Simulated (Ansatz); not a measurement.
Base system: PbF$_{2}$ in the fluorite structure (space group Fm-3m, No. 225; a = 5.8987 Å). Axes: x, y, z lie along the cube axes.

Calculations: PBEsol/PAW in Ansatz (a first-principles code), no spin-orbit coupling.

Base values:

The band gap is 4.31 eV.

Modification: the cell is stretched by 1.00 % along z with no lateral relaxation, atoms relaxed at fixed cell.

Question: What happens to the band gap?

Answer: The band gap falls by 0.02 eV (4.31 eV → 4.29 eV).

Question: How does this affect the energy relative to the base?

Answer: The energy increases by 0.6 meV/atom.

With Pb present, leaving out spin-orbit coupling can change the band edges. The cells carry an imposed strain or load. Stability against distortions was not tested.
